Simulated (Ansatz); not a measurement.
We consider CsCl-type RuAl, described by LDA in Ansatz (plane waves, PAW).

Run with plane-wave cutoff 520 eV, 16×16×16 k mesh, Fermi–Dirac smearing 0.1 eV, perturbation theory, no spin polarisation, scalar-relativistic PAW data made under PBE.

The cell has the measured lattice: a = 2.992 Å, b = 2.992 Å, c = 2.992 Å, α = 90.00°, β = 90.00°, γ = 90.00°.

What does this level give for the zone-centre TO phonon frequency?


- zone-centre TO phonon frequency: 300 cm⁻¹

Note: the cell isn't this level's own, so it is under some stress, which shifts stiffness and frequencies.

Cost on a shared machine: roughly 2.2 core-minutes.

Ansatz is an electronic-structure program.
